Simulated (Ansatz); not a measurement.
## PBE against r2SCAN: ZnO, biaxial strain +2.49 %, plane normal [001], relaxed out of plane

Consider ZnO in the wurtzite structure (space group P6_3mc, No. 186; a = 3.2799 Å, c = 5.2941 Å). Axes: x lies along a and z along c of the hexagonal cell.

(Cell as relaxed with PBE.)

Levels (all Ansatz, a quantum-chemistry and plane-wave program, PAW, earlier PAW set): PBE (420 eV, no spin-orbit coupling); r2SCAN (500 eV, no spin-orbit coupling).

Each level relaxes its own structure.

```tsv
base	PBE	r2SCAN
volume per atom	12.33 Å³	11.81 Å³
lattice parameter a	3.280 Å	3.235 Å
band gap	0.74 eV	1.23 eV
```

Perturbation: tensile biaxial strain of 2.49 % in the plane normal to [001], as in epitaxy on a mismatched substrate; the out-of-plane cell vector and the atoms relax.

| quantity | PBE | r2SCAN |
|---|---|---|
| valence-band top at Γ (three highest levels, from the VBM) | 0.00, 0.00, -0.05 eV | (withheld) |
| ratio −ε⊥/ε∥ | 0.95 | (withheld) |

### Question
Given the PBE results, estimate those of r2SCAN.

### Answer

- valence-band top at Γ (three highest levels, from the VBM), r2SCAN: 0.00, 0.00, -0.10 eV
- ratio −ε⊥/ε∥, r2SCAN: 1.07

PBE's ratio −ε⊥/ε∥ lies 0.12 below r2SCAN's. Neither level is exact; r2SCAN is the comparison here, not a measurement.

Stability against distortions was not tested.
